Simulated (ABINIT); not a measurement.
A short convergence ladder for SrSi (Cm, 4 atoms in the cell)

```
CELL_PARAMETERS angstrom
      2.42164    -5.67650     0.00000
      2.42164     5.67650     0.00000
      0.00000     0.00000     4.06799
ATOMIC_POSITIONS crystal
  Sr 0.36129 0.63871 0.26229
  Sr 0.63871 0.36129 0.75000
  Si 0.06371 0.93629 0.25000
  Si 0.93629 0.06371 0.75000
```

Base method: PBEsol, norm-conserving pseudopotentials (PseudoDojo nc-sr-04 PBEsol standard) (plane waves; ABINIT).

Base settings: pseudos = [Sr.upf, Si.upf]; ecut = 34 Ha; occopt = 3; tsmear = 0.1 eV; ngkpt = 4 4 4; nshiftk = 1; shiftk = 0 0 0; potentials = PseudoDojo nc-sr-04 PBEsol standard; nband = 19; kptopt = 1.

The count of work is k-points × plane waves × bands × iterations; it is no time. Core times come from one kind of shared machine, to one figure; runs under 30 s give none.

**The k-point mesh**

The second cell is the first with its lattice scaled by 0.98.

Only quantities that move along the ladder and can be compared are tabulated.

```tsv
ngkpt	free energy less the last step's (meV/atom)	energy of the compressed cell less the first (meV/atom)	pressure (GPa)	largest difference of a force vector from the last step's (eV/Å)	count of work / last	core time / last (rough)
2 2 2	11.95	-17.52	-2.91	0.716	0.11	–
3 3 3	23.88	-5.71	-1.90	0.109	0.37	0.6
4 4 4	14.20	-6.08	-1.94	0.084	0.89	0.8
4 4 5	0.00	-6.38	-1.97	0.000	1.0	1
```

Coarsest ngkpt that holds the energy of the compressed cell less the first within 2 meV/atom of the last step, with all finer ones: 3 3 3, at 0.37 of the last step's count of work; the step before is off by 11 meV/atom.

Coarsest ngkpt that holds the pressure within 0.5 GPa of the last step, with all finer ones: 3 3 3, at 0.37 of the last step's count of work; the step before is off by 0.94 GPa.

Coarsest ngkpt that holds the free energy within 5 meV/atom: not settled: the last two steps still differ by 14 meV/atom, over half the tolerance, so the ladder does not show it.

On the base run: the starting cell comes from a database of computed structures (which also holds hypothetical and non-ambient phases and stackings), without a prior relaxation at this level. Its lattice was rescaled by up to half a per cent. One atom was moved a little off its site on purpose. Without a gap this mesh is coarse (it stands for a supercell whose shortest vector is 16 Å).
